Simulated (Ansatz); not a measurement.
For BAs (zinc blende, F-43m) at 825 K, quasi-harmonic lattice dynamics with DFT at the LDA level (Ansatz, a program for electronic structure) gives a volume expansion coefficient α_V = 19.49 × 10⁻⁶ K⁻¹, an isothermal bulk modulus B_T = 136.9 GPa, a molar volume V_m = 16.244 cm³/mol and C_V = 47.01 J/(mol K). Dynamical quadrupoles are not included in the interpolation of the phonons between the solved wave vectors.

### Question
Work out the Grüneisen parameter, C_P and the adiabatic bulk modulus.

### Answer
γ = α_V B_T V_m / C_V = 0.92. C_P − C_V = α_V² B_T V_m T = 0.70 J/(mol K), so C_P = 47.70 J/(mol K). B_S = B_T C_P/C_V = B_T (1 + α_V γ T) = 138.9 GPa.

The PAW data sets were generated under PBE and serve the other functionals too.
